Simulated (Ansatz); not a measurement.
## MnO in the rock salt structure (space group Fm-3m, No. 225; ferromagnetic)

```
CELL_PARAMETERS angstrom
      0.00000     2.22514     2.22514
      2.22514     0.00000     2.22514
      2.22514     2.22514     0.00000
ATOMIC_POSITIONS crystal
  O  0.00000 0.00000 0.00000
  Mn 0.50000 0.50000 0.50000
```

Calculations: Ansatz (a quantum-chemistry and plane-wave program) r2SCAN, no SOC. Settings: 13×13×13 k-points, 0.05 eV Fermi–Dirac smearing.

```json
{
  "volume_per_atom": "11.02 Å³",
  "density": "5.35 g/cm³",
  "band_gap": "zero",
  "magnetic_state": "ferromagnetic",
  "total_energy": "-2236.807 eV/atom (σ→0; compares only within this code and set-up)"
}
```

No phonon test of stability was made. No Hubbard U is applied and the magnetic state is the run's own (MnO ferromagnetic); small cells can't hold the antiferromagnetic order that many such compounds have, so gaps and moments can be off. In its common phase, real MnO is an antiferromagnetic insulator at low temperature.
